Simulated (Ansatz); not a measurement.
Band structure of Ge (Fd-3m, 2 atoms in the cell).

```xyz
2
Lattice="0.0000 2.8511 2.8511 2.8511 0.0000 2.8511 2.8511 2.8511 0.0000" Properties=species:S:1:pos:R:3 pbc="T T T"
Ge     0.0000     0.0000     0.0000
Ge     1.4255     1.4255     1.4255
```

Method of the run: PBE (plane waves, PAW; Ansatz, a program for electronic structure).

Settings: basis.ecutwfc = 30.9 Ry; kpoints.mp_grid.grid = 5 5 5; hamiltonian.xc = pbe; hamiltonian.pseudopotentials = {kind: paw} (the program's default PAW files); scf.occupations.method = fermi_dirac; scf.occupations.width = 0.0007 Ry; kpoints.band_path.npoints = 8.

The starting cell has typed, rounded lattice constants, without a prior relaxation at this level. Its lattice was rescaled by a random factor within 2.5 % of one.

Levels in eV from the Fermi level, bands 11 to 17:
```json
[
 {"point": "Γ", "11": "-12.61", "12": "-0.19", "13": "-0.01", "14": "-0.01", "15": "-0.01", "16": "2.52", "17": "2.52"},
 {"point": "X", "11": "-8.81", "12": "-8.81", "13": "-3.00", "14": "-3.00", "15": "0.77", "16": "0.77", "17": "9.30"},
 {"point": "W", "11": "-8.72", "12": "-8.72", "13": "-3.80", "14": "-3.80", "15": "4.22", "16": "4.22", "17": "4.69"},
 {"point": "K", "11": "-9.27", "12": "-8.23", "13": "-4.22", "14": "-2.57", "15": "1.16", "16": "4.02", "17": "7.06"},
 {"point": "L", "11": "-10.57", "12": "-7.50", "13": "-1.38", "14": "-1.38", "15": "0.10", "16": "3.71", "17": "3.71"},
 {"point": "U", "11": "-9.27", "12": "-8.23", "13": "-4.22", "14": "-2.57", "15": "1.16", "16": "4.02", "17": "7.06"}
]
```

No band crosses the Fermi level by more than 0.03 eV along this path.

Keys are those of Ansatz 0.2.
